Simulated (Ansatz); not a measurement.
## Relaxation of the atoms of a (110) slab of CdTe (cut from a parent of space group no. 216; 16 atoms in the cell) at several settings

```
CELL_PARAMETERS angstrom
      6.48808     0.00000     0.00000
      0.00000     9.17554     0.00000
      0.00000     0.00000    22.96240
ATOMIC_POSITIONS crystal
  Cd 0.00000 0.62500 0.44947
  Cd 0.50000 0.37500 0.34840
  Cd 0.50000 0.87500 0.34840
  Cd 0.00000 0.12500 0.44947
  Cd 0.00000 0.12500 0.65160
  Cd 0.50000 0.87500 0.55053
  Cd 0.50000 0.37500 0.55053
  Cd 0.00000 0.62500 0.65160
  Te 0.25000 0.62500 0.34840
  Te 0.75000 0.87500 0.44947
  Te 0.75000 0.37500 0.44947
  Te 0.25000 0.12500 0.34840
  Te 0.25000 0.12500 0.55053
  Te 0.75000 0.37500 0.65160
  Te 0.75000 0.87500 0.65160
  Te 0.25000 0.62500 0.55053
```

Base: LDA (PW92), PAW files made with PBE (Ansatz, a first-principles code). Its settings: kpoints.mp_grid.grid = 3 2 1; hamiltonian.xc = lda; hamiltonian.pseudopotentials = {kind: paw} (the program's default PAW files); scf.occupations.method = gaussian; scf.occupations.width = 0.1 eV.

Each line gives the change from the base single point and the result:

- atoms moved at random; relax: default → atoms; relax.f_tol: default → 0.03 eV/Å: pressure averaged over the cell with its vacuum -0.34 GPa; largest force (vector length) 0.031 eV/Å; relaxation steps 6; free energy against the base single point -124.9 meV/atom.
- relax: default → atoms: pressure averaged over the cell with its vacuum -0.34 GPa; largest force (vector length) 0.004 eV/Å; relaxation steps 7; free energy against the base single point -125.0 meV/atom.
- atoms moved at random; relax: default → atoms; relax.f_tol: default → 0.1 eV/Å: pressure averaged over the cell with its vacuum -0.36 GPa; largest force (vector length) 0.071 eV/Å; relaxation steps 6; free energy against the base single point -124.2 meV/atom.

The starting cell comes from a database of computed structures (which also holds hypothetical and non-ambient phases and stackings), without a prior relaxation at this level. The slab is cut from that crystal, and its faces are unrelaxed. Its lattice was rescaled in the plane by a random factor within 2.5 % of one. Spin polarisation is off, though cut faces can carry moments; a gap of a slab can lie between surface states. In the base run, forces exceed 1 eV/Å.

Keys are those of Ansatz 0.2.
